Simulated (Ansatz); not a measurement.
The structure below was relaxed with PBEsol/PAW in Ansatz (a program for electronic structure), spin-orbit coupling left out.

```
CELL_PARAMETERS angstrom
      3.03981     0.00000     0.00000
      0.00000     6.39716     0.00000
      0.00000     0.00000     4.62639
ATOMIC_POSITIONS crystal
  C  0.50000 0.63944 0.27785
  C  0.00000 0.88908 0.73557
  C  0.50000 0.11092 0.23557
  C  0.00000 0.36056 0.77785
  Al 0.00000 0.63114 0.98761
  Si 0.50000 0.88280 0.49896
  Si 0.00000 0.11720 0.99896
  Al 0.50000 0.36886 0.48761
```

Find the space group and the Wyckoff positions.

Space group Pmn2₁ (No. 31); a = 3.040 Å, b = 6.397 Å, c = 4.626 Å, α = β = γ = 90.00°

| atom | site | symmetry | x | y | z |
|---|---|---|---|---|---|
| C | 2a | m.. | 0.0000 | 0.3606 | 0.7778 |
| C | 2a | m.. | 0.5000 | 0.1109 | 0.2356 |
| Al | 2a | m.. | 0.5000 | 0.3689 | 0.4876 |
| Si | 2a | m.. | 0.0000 | 0.1172 | 0.9990 |

Describe the coordination.

The crystal has 8 atoms in its conventional cell. Conventional cell: a = 3.0398 Å, b = 6.3972 Å, c = 4.6264 Å, α = β = γ = 90.00°. C1 sees 1 Si at 1.863 Å and 3 Al at 1.984–2.029 Å (tetrahedral). C2 is coordinated by 3 Si at 1.874–1.901 Å and 1 Al at 2.021 Å (tetrahedral). Al has 4 C at 1.984–2.029 Å (tetrahedral). Si is surrounded by 4 C at 1.863–1.901 Å (tetrahedral). (Neighbours: up to the widest gap in distance over summed covalent radii, below 1.35, at either atom; cation-cation and far metal-metal contacts left out.)

These are small ordered cells, not random alloys; other orderings at the same x differ. No phonon test of stability was made. All final runs are without spin polarisation. The cell was made from SiC by this change: x(Al) = 0.5, 8 atoms, Pmn2_1.
